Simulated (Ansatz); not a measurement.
For SiSn (model structure, started from the MnP type, Pnma, No. 62, 8 atoms in the cell), PBE in Ansatz (PAW) gives:

```
Property                   Result
------------------  -------------
volume per atom     22.69 Å³/atom
formation enthalpy  0.293 eV/atom
```

Task: What does PBE-D3(BJ) (Ansatz, a program for electronic structure, plane waves, PAW) give for the same quantities?

Result: 
- equilibrium volume per atom: 21.59 Å³/atom (decreases by 4.8 %)
- formation enthalpy: 0.266 eV/atom (shrinks by 0.027 eV/atom)

Changes are worked out from the printed values.

Unless a cell is named, each level is at its own relaxed cell (PBE 22.69, PBE-D3(BJ) 21.59 Å³/atom).

Levels without +SOC leave out spin–orbit coupling, which shifts energies and cells of such heavy elements.

Ansatz's density-functional and Hartree–Fock values are scalar-relativistic unless marked +SOC, with PAW data made under PBE.

A model structure was made by putting elements into a prototype or built by hand; it is no filed structure, need not be a known phase, and can be a saddle point held by its symmetry.
